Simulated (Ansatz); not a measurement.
Start from Mg3Sb2 (space group P-3m1, No. 164; a = 4.596 Å, c = 7.272 Å). Axes: x lies along a and z along c of the hexagonal cell.

Method: PBE in Ansatz (plane waves to 420 eV, PAW, no spin-orbit coupling).

For the base:

The band gap is 0.15 eV and the valence-band top at Γ comes out as 0.00, -0.39, -0.39 eV.

The change: uniaxial stress, 0.5 GPa tension along z, with the cell and atoms free to relax against it.

Estimate the effect on the strain response, band gap and valence-band top at Γ.

The strain response (xx, yy, zz) amounts to (−0.14, −0.14, +0.75) %; the band gap rises by 0.04 eV (0.15 eV → 0.19 eV); the valence-band top at Γ (three highest levels, from the VBM) changes from 0.00, -0.39, -0.39 eV to 0.00, -0.32, -0.32 eV.

With Sb present, leaving out spin-orbit coupling can change the band edges. Stability under load was not tested beyond the relaxation. A zero or small gap of Mg3Sb2 can be the functional's error rather than a property of the material.

Ansatz is a program for electronic structure.
